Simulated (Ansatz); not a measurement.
SiO2 (Pbcn, No. 60; cell taken from a computed entry), treated with r²SCAN (plane waves, PAW; Ansatz, an electronic-structure program).

Numerical settings: plane-wave cutoff 600 eV, 8×8×8 k mesh, scalar-relativistic PAW data made under PBE.

Computed at the level's own relaxed cell.

Q: Predict the Voigt–Reuss–Hill bulk modulus, Voigt–Reuss–Hill shear modulus (Hill average), Young modulus and Poisson ratio.

A: 
- Voigt–Reuss–Hill bulk modulus: 329 GPa
- Voigt–Reuss–Hill shear modulus (Hill average): 237 GPa
- Young modulus: 574 GPa
- Poisson ratio: 0.210

Note: the relaxation could not lower the start's symmetry, so the cell can be a saddle point above a distorted one.

Elastic constants are with the ions relaxed.

Static lattice: no zero-point or thermal effects.

The result took about 4 core-hours (a rough figure).
